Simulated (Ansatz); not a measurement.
# The (100) surface of rock-salt TiC, Sc on all Ti sites of the second plane (bottom of the slab: a bare face, its two planes held)

All values below come from PBE (plane waves to 420 eV, PAW; Ansatz, a first-principles code).

Set-up: 12 atoms, 11.0 Å thick at the start with caps and adatoms (thin: gaps and levels are the slab's own); mesh 12x12x1; 0.1 eV smearing; dipole correction on; 4 atoms held, the rest relaxed; symmetry of the start imposed; no spin, no spin-orbit, no U. In PBE it lies 0.40 eV a 1x1 cell over the lowest computed structure of the same composition (Sc on all Ti sites of the top plane).

work function of the top face: 5.07 eV
energy released by relaxation: 0.13 eV
cost: roughly 3 core-minutes
